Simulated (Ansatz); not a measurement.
Here is the system:

```xyz
2
Lattice="0.0000 3.1994 3.1994 3.1994 0.0000 3.1994 3.1994 3.1994 0.0000" Properties=species:S:1:pos:R:3 pbc="T T T"
K      0.0000     0.0000     0.0000
Cl     3.1994     3.1994     3.1994
```

No spin polarisation.

All numbers come from plane-wave PAW DFT at the PBEsol level (Ansatz, a program for electronic structure, 420 eV), no spin-orbit coupling. k-mesh 9×9×9 (Γ-centred); smearing 0.05 eV (Fermi–Dirac).

Question: What is the computed electron mass?

Answer: 0.45 mₑ (at Γ).

Question: Estimate the pressure.

Answer: -1.13 GPa.

Question: Estimate the gap character.

Answer: Direct at Γ.

The cells carry an imposed strain or load. Masses are band curvatures over ±0.01 Å⁻¹ around the edge. Whether these cells are dynamically stable was not tested. The cell was made from KCl in the rock salt structure (space group Fm-3m, No. 225) by this change: isotropic strain +2.50 %.
